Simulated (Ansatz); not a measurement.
**A constructed model of the (111)A surface of 3C silicon carbide, Si-terminated, (√3x√3)R30° Si adatom at H3 (bottom of the slab: 3 H on 3 bottom sites)**

All values below come from r2SCAN, at the PBE geometry and the start's symmetry (plane waves to 500 eV, PAW; Ansatz, a quantum-chemistry and plane-wave program).

Set-up: 28 atoms, 10.8 Å thick at the start with caps and adatoms (thin: gaps and levels are the slab's own); mesh 6x6x1; 0.025 eV smearing; dipole correction on; single point; on the structure that PBE left under its start's symmetry; spin-polarised, ending with about 1.0 μB a cell; orders that need a larger cell were not tried, no spin-orbit, no U. The program's check for a lower electronic state was not made. In PBE it lies 0.21 eV a 1x1 cell over the lowest computed structure of the same composition ((√3x√3)R30° Si adatom at T4).

| Property | Value |
|---|---|
| gap of the slab on its k-mesh | 0.84 eV |
| highest filled level below the top vacuum level | 5.22 eV |
| magnetic moment of the cell | 1.00 μB |
| cost | roughly 2.4 core-minutes |
